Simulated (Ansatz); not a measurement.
**Worked sum: formation energy of Pd_Cu in Cu (fcc, Fm-3m)**

This concerns the formation energy of Pd_Cu in Cu (fcc, Fm-3m). Reaction: 63 Cu (fcc) + Pd (fcc) → cell A.

A: a supercell of 64 sites of Cu (fcc, Fm-3m) with Pd on a Cu site (12 Cu at 2.60 Å); spin state with PBE: run without spin.

Method: Ansatz (a first-principles code), PAW, neutral cells at 0 K with nuclei at rest, on structures from PBE. Ansatz runs with its default PAW set. Other levels take these structures. The lattices are those relaxed with PBE, so at other levels the solids can be strained, which adds to the spread. Larger cells are relaxed from a start prepared with the learned potential CHGNet, on a coarser mesh till forces fall under 0.03 eV/Å, which some starts already meet. A dispersion term (D3(BJ), or D4 for r2SCAN) was computed beside these levels and is taken off wherever the name lacks it. Mesh and cell size may move defect energies by 0.1 eV or more. Cell A has symmetry Fm-3m and got no random move, so less symmetric positions, which may lie lower, weren't tried.

Total energies of the cells in eV, at zero smearing width. They compare only within one column; the weights balance every element.

```json
[
 {"cell": "A: Cu:Pd_Cu", "atoms": "64", "weight": "+1", "r2SCAN": "-424753.55831", "PBE+D3(BJ)": "-424396.26695"},
 {"cell": "Cu (fcc)", "atoms": "64", "weight": "−63/64", "r2SCAN": "-424398.58055", "PBE+D3(BJ)": "-424048.05208"},
 {"cell": "Pd (fcc)", "atoms": "1", "weight": "−1", "r2SCAN": "-6985.73350", "PBE+D3(BJ)": "-6973.49395"}
]
```

r2SCAN: (-424753.55831) − 63/64 × (-424398.58055) − (-6985.73350) = -0.472 eV.

PBE+D3(BJ): (-424396.26695) − 63/64 × (-424048.05208) − (-6973.49395) = -0.472 eV.
